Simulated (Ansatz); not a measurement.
A computed series for Na2S: response to strain

Take Na₂S in the anti-fluorite structure (space group Fm-3m, No. 225) as the base.

```
Na2S
1.0
    0.00000     3.25070     3.25070
    3.25070     0.00000     3.25070
    3.25070     3.25070     0.00000
Na S
2 1
Direct
  0.25000   0.25000   0.25000
  0.75000   0.75000   0.75000
  0.00000   0.00000   0.00000
```

Strains are applied to the cell and any free atomic positions relax.

All numbers come from plane-wave PAW DFT at the PBEsol level (Ansatz, a quantum-chemistry and plane-wave program, 420 eV), spin-orbit coupling left out.

Candidates:
(a) isotropic strain +2.50 %
(b) isotropic strain +0.50 %
(c) isotropic strain +2.00 %

Base values:

```
Quantity   Result
--------  -------
Band gap  2.43 eV
```

Question: Order them by band gap, highest first.

Answer: (b) isotropic strain +0.50 % (2.38 eV), (c) isotropic strain +2.00 % (2.24 eV), (a) isotropic strain +2.50 % (2.20 eV)

Whether these cells are dynamically stable was not tested.
